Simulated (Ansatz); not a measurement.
The parent structure is Pt in the fcc (Cu type) structure (space group Fm-3m, No. 225; a = 3.920 Å; relaxed with 0.1 eV smearing). Axes: x, y, z lie along the cube axes.

Level of theory: PBEsol (Ansatz, a program for electronic structure, PAW, no spin-orbit coupling).

Strains are applied to the cell and any free atomic positions relax; under biaxial strain the out-of-plane vector relaxes too.

One change was made to it. Results:

The energy goes up by 5.2 meV/atom; the pressure (mean of the normal stresses, compression positive) goes from zero to -2.9 GPa.

Question: Which of these changes matches the shifts?
A) biaxial strain −1.25 %, plane normal [111], relaxed out of plane
B) biaxial strain +1.25 %, plane normal [111], relaxed out of plane
C) biaxial strain −0.83 %, plane normal [111], relaxed out of plane
D) biaxial strain +1.67 %, plane normal [111], relaxed out of plane
E) biaxial strain +0.42 %, plane normal [111], relaxed out of plane

Answer: B, biaxial strain +1.25 %, plane normal [111], relaxed out of plane. For comparison, the pressure in the other runs: biaxial strain +1.67 %, plane normal [111], relaxed out of plane gives -3.7 GPa; biaxial strain −0.83 %, plane normal [111], relaxed out of plane gives 2.2 GPa; biaxial strain −1.25 %, plane normal [111], relaxed out of plane gives 3.4 GPa; biaxial strain +0.42 %, plane normal [111], relaxed out of plane gives -1.0 GPa.

Stability against distortions was not tested. All final runs are without spin polarisation.
